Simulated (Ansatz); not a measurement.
Take PbF$_{2}$ in the fluorite structure (space group Fm-3m, No. 225; a = 6.0009 Å) as the base.

Computed with Ansatz (an electronic-structure program) PBE, no spin-orbit coupling, earlier PAW set.

Base values:

| Item | Result |
|---|---|
| Smallest direct gap | 4.57 eV |
| Lattice parameter a | 6.001 Å |
| Valley order | X along ⟨100⟩ 4.43 eV; L along ⟨111⟩ 5.04 eV; a point along ⟨110⟩, about 0.6 Å⁻¹ from Γ 5.40 eV |

Perturbation: cell and atoms relaxed at a pressure of 9 GPa.

**Question.** What happens to the smallest direct gap?

**Answer.** The smallest direct gap falls by 0.01 eV, from 4.57 eV to 4.56 eV.

**Question.** What happens to the lattice parameter a?

**Answer.** The lattice parameter a decreases by 0.207 Å (6.001 Å → 5.794 Å).

**Question.** Predict the new valley order.

**Answer.** The valley order (the lowest conduction-band minima on the path, energy above the VBM, named in the base's zone) becomes X along ⟨100⟩ 4.40 eV; L along ⟨111⟩ 5.00 eV; a point along ⟨110⟩, about 0.6 Å⁻¹ from Γ 5.39 eV (base: X along ⟨100⟩ 4.43 eV; L along ⟨111⟩ 5.04 eV; a point along ⟨110⟩, about 0.6 Å⁻¹ from Γ 5.40 eV).

Spin-orbit coupling, missing from the scalar runs, can matter with Pb. Load acts through the strain it causes; cell and atoms are relaxed under it. No phonon test of stability was made. Competing high-pressure phases were not computed.
